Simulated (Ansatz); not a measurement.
## A computed series for Ti: response to strain

Consider Ti in the hcp (Mg type) structure (space group P6_3/mmc, No. 194; a = 2.940 Å, c = 4.654 Å; relaxed with 0.1 eV smearing).

Strains are applied to the cell and any free atomic positions relax.

Method: Kohn–Sham DFT with the PBE functional, run in Ansatz (a program for electronic structure) with PAW and 420 eV plane waves, scalar-relativistic without spin-orbit coupling.

Notes on the quantities. energy relative to the base: free energy F.

```csv
variant,energy relative to the base,volume per atom
base,0 meV/atom,17.42 Å³
isotropic strain −1.50 %,+13 meV/atom,16.64 Å³
isotropic strain −1.00 %,+5.6 meV/atom,16.90 Å³
isotropic strain −0.50 %,…,17.16 Å³
isotropic strain +0.50 %,+1.3 meV/atom,17.68 Å³
isotropic strain +1.00 %,+5.3 meV/atom,17.94 Å³
isotropic strain +1.50 %,+12 meV/atom,18.21 Å³
isotropic strain +2.00 %,+21 meV/atom,18.48 Å³
isotropic strain +2.50 %,+32 meV/atom,18.76 Å³
isotropic strain +3.00 %,+45 meV/atom,19.03 Å³
```

Q: Complete the table.

A: 
- isotropic strain −0.50 %, energy relative to the base: +1.4 meV/atom

Stability against distortions was not tested. The final runs are not spin-polarised.
